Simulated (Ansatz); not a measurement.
Input:

```
CELL_PARAMETERS angstrom
      0.00000     2.17843     2.23289
      2.17843     0.00000     2.23289
      2.17843     2.17843     0.00000
ATOMIC_POSITIONS crystal
  Si 0.00000 0.00000 0.00000
  C  0.25000 0.25000 0.25000
```

No spin polarisation.

Method: Ansatz (an electronic-structure program) PBEsol, no spin-orbit coupling. k-mesh 13×13×13 (Γ-centred); smearing 0.05 eV (Fermi–Dirac).

Question: Predict the valence-band top at Γ and stress.

Answer: 
- Valence-band top at Γ (three highest levels, from the VBM): 0.00, 0.00, -0.17 eV
- Stress (xx, yy, zz, yz, xz, xy; compression positive): (-3.09, -3.09, -9.62, 0.00, 0.00, 0.00) GPa

The levels and masses belong to the bands next to the band gap. The cells carry an imposed strain or load. Stability against distortions was not tested. The cell was made from SiC in the zinc blende structure (space group F-43m, No. 216) by this change: uniaxial strain ε_zz = +2.50 %.
